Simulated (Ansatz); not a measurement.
Start from NaCaF₃ in the cubic perovskite structure (space group Pm-3m, No. 221; a = 4.372 Å; a hypothetical phase, not in the database extracts checked).

Levels (all Ansatz, a first-principles code, PAW): PBEsol (420 eV, no spin-orbit coupling); r2SCAN (500 eV, without spin-orbit coupling); HSE06 (420 eV, no spin-orbit coupling).

At the geometry relaxed with PBEsol, these levels gave the following band gaps, in shuffled order: (a) 5.95 eV, (b) 5.11 eV, (c) 7.12 eV.

Q: Match each gap to its level.

A: (a) r2SCAN; (b) PBEsol; (c) HSE06.

Single points use the geometry relaxed with PBEsol. HSE06 was sampled on its mesh, a few special points and the semilocal edge points, so its gap is an upper bound. No phonon test of stability was made. Many cubic perovskites are stable only at high temperature; tilts and polar distortions were not tested.
